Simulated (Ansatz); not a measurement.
Base system: HgSe in the zinc blende structure (space group F-43m, No. 216).

```
HgSe
1.0
    0.00000     3.06660     3.06660
    3.06660     0.00000     3.06660
    3.06660     3.06660     0.00000
Se Hg
1 1
Direct
  0.25000   0.25000   0.25000
  0.00000   0.00000   0.00000
```

Cartesian axes are those of the cell as printed.

Level of theory: PBEsol (Ansatz, an electronic-structure program; PAW; 420 eV plane waves; no spin-orbit coupling), earlier PAW set.

For the base:

The shortest interatomic distance is 265.6 pm.

Modification: tensile biaxial strain of 2.04 % in the plane normal to [001], as in epitaxy on a mismatched substrate; the out-of-plane cell vector and the atoms relax.

Task: How does this affect the shortest interatomic distance and energy relative to the base?

Result: The shortest interatomic distance rises by 0.9 pm to 266.5 pm; the energy rises by 2.7 meV/atom.

No phonon test of stability was made. All final runs are without spin polarisation.
